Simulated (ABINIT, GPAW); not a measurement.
A GPAW input for a self-consistent single point of CuGaSe₂ (I-42d, 8 atoms in the cell) (DFT PBE, plane waves, GPAW PAW datasets PBE (gpaw-data 1.0.1)):

```python
from ase import Atoms
from ase.units import GPa
from gpaw import GPAW, PW, FermiDirac

atoms = Atoms(['Ga', 'Ga', 'Cu', 'Cu', 'Se', 'Se', 'Se', 'Se'],
              cell=[[-2.833050, 2.833050, 5.565100],
                    [2.833050, -2.833050, 5.565100],
                    [2.833050, 2.833050, -5.565100]],
              positions=[[0.000000, 0.000000, 5.565100],
                         [2.833050, 0.000000, 2.782550],
                         [0.000000, 0.000000, 0.000000],
                         [0.000000, 2.833050, 2.782550],
                         [1.416525, 1.416525, 6.956375],
                         [1.416525, -1.416525, 4.173825],
                         [1.416525, 1.416525, 1.391275],
                         [-1.416525, 1.416525, 4.173825]],
              pbc=True)

calc = GPAW(mode=PW(850),
            xc='PBE',
            kpts=(3, 3, 3),
            occupations=FermiDirac(0.02),
            nbands=-6,
            convergence={'density': 1e-05, 'energy': 1e-05, 'bands': -4},
            symmetry={'symmorphic': False, 'tolerance': 0.0005},
            maxiter=100)

atoms.calc = calc

energy = atoms.get_potential_energy()
print('Energy (eV):', round(energy, 6))
forces = atoms.get_forces()
print('Forces (eV/Ang):')
print(forces.round(5))
stress = atoms.get_stress()
print('Stress (GPa, Voigt):', (stress / GPa).round(4))
```

Problem. Translate this input to ABINIT.

Solution. One input that does it (others would too):

```
# CuGaSe2, JTH v2.0 PBE PAW
pp_dirpath "./"
pseudos "Ga.GGA_PBE-JTH.xml, Cu.GGA_PBE-JTH.xml, Se.GGA_PBE-JTH.xml"
acell 3*1.0
rprim
        -5.3536885974    5.3536885974   10.5165148562
         5.3536885974   -5.3536885974   10.5165148562
         5.3536885974    5.3536885974  -10.5165148562
natom 8
ntypat 3
znucl 31 29 34
typat 1 1 2 2 3 3 3 3
xred
         0.5000000000    0.5000000000    0.0000000000
         0.2500000000    0.7500000000    0.5000000000
         0.0000000000    0.0000000000    0.0000000000
         0.7500000000    0.2500000000    0.5000000000
         0.8750000000    0.8750000000    0.5000000000
         0.1250000000    0.6250000000    0.0000000000
         0.3750000000    0.3750000000    0.5000000000
         0.6250000000    0.1250000000    0.0000000000
ecut 60 Ry
pawecutdg 120 Ry
pawxcdev 0
occopt 3
tsmear 0.00073499
nband 55
kptopt 1
ngkpt 3 3 3
nshiftk 1
shiftk 0 0 0
nstep 50
tolvrs 1.0e-11
prtwf 0
prtden 0
prtvol 1
```

Basis, cutoffs, solver keys and any potentials are the target program's own. This input uses DFT, PBE, plane waves, PAW (JTH v2.0 PBE PAW).

The starting cell has typed, rounded lattice constants, without a prior relaxation at this level. Its lattice was rescaled by a random factor within 2.5 % of one.
